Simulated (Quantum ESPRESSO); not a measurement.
# Habitual settings against a tight run: Mn3SnN (Pm-3m, 5 atoms in the cell)

Self-consistent single point.

```
Mn3SnN
1.0
    3.94372     0.00000     0.00000
    0.00000     3.94372     0.00000
    0.00000     0.00000     3.94372
Mn Sn N
3 1 1
Direct
  0.00000   0.50000   0.50000
  0.50000   0.00000   0.50000
  0.50000   0.50000   0.00000
  0.00000   0.00000   0.00000
  0.50000   0.50000   0.50000
```
Moments meant for the start (each program seeds them in its own way; μB, in the order of the atoms Mn Mn Mn Sn N): 4.0 4.0 4.0 0.0 0.0.

Method of the run: LDA (PW92), PseudoDojo standard norm-conserving (LDA) pseudopotentials (plane waves; Quantum ESPRESSO).

Base settings: ecutwfc = 100 Ry; occupations = smearing; smearing = gauss; degauss = 0.0073499 Ry; nspin = 2; potentials = {Mn: Mn.upf, Sn: Sn.upf, N: N.upf}; K_POINTS = automatic 6 6 6 0 0 0; conv_thr = 1e-10 Ry; mixing_beta = 0.3.

Tight run (finer mesh or higher cutoff; not a proven limit): ecutwfc: 100 Ry → 140 Ry; conv_thr: 1e-10 Ry → 7.3e-11 Ry; K_POINTS: automatic 6 6 6 0 0 0 → automatic 9 9 9 0 0 0. It gave Fermi level (on the code's own zero) 17.13 eV; pressure -24.14 GPa; size of the cell's spin moment 3.17 μB; site moments (μB, in the program's spheres or projections) Mn 1.00, Mn 1.00, Mn 1.00, Sn -0.08, N -0.09.

Quick runs, as changes from the base:
- A: the base itself
- B: ecutwfc: 100 Ry → 70 Ry; degauss: 0.0073499 Ry → 0.036749 Ry; K_POINTS: automatic 6 6 6 0 0 0 → automatic 8 8 8 1 1 1
- C: ecutwfc: 100 Ry → 70 Ry; K_POINTS: automatic 6 6 6 0 0 0 → automatic 4 4 4 0 0 0; potentials: PseudoDojo standard norm-conserving (PBESOL) [PBEsol]
- D: ecutwfc: 100 Ry → 50 Ry; smearing: gauss → fd; degauss: 0.0073499 Ry → 0.0099958 Ry; conv_thr: 1e-10 Ry → 7.3e-06 Ry; K_POINTS: automatic 6 6 6 0 0 0 → automatic 4 4 4 0 0 0
- E: ecutwfc: 100 Ry → 60 Ry; smearing: gauss → mp; degauss: 0.0073499 Ry → 0.019992 Ry

Energies are extrapolated to zero smearing width, which holds to low order in the width alone (under cold and Methfessel-Paxton smearing the free energy itself is taken).

Dashes: energy of C, another energy zero; pressure of D, not trusted under this conv_thr with d or f elements; time of D, under 30 s.

† marks runs with another functional, U, potentials or spin treatment: their distance from the tight run is not a convergence error alone.

The count of work is k-points × plane waves × bands × iterations; it is no time. Core times come from one kind of shared machine and are given to one figure; runs under 30 s give none.

The starting cell comes from a database of computed structures (which also holds hypothetical and non-ambient phases and stackings), without a prior relaxation at this level. Its lattice was rescaled by a random factor within 2.5 % of one. The moments shrank to a small part of their start, a low-spin state that need not be the lowest. In the base run, with a pressure of about -24 GPa the cell is away from its equilibrium volume at this level.

```tsv
run	energy less tight (meV/atom)	pressure less tight (GPa)	size of the net moment less tight (μB/atom)	count of work / tight	core time / tight (rough)
A	-0.3	-0.16	-0.01	0.47	0.5
B	228.0	-24.69	0.02	0.30	0.3
C†	–	-18.13	0.14	0.17	0.2
D	4839.8	–	-0.03	0.037	–
E	1184.1	-97.71	-0.10	0.19	0.2
```

Among the runs at the tight run's level, the energy misses run from 0.3 to 4839.8 meV/atom.

Left out of this page: 1 run of the series outside the window shown, repeating another row's setting, or not comparable.
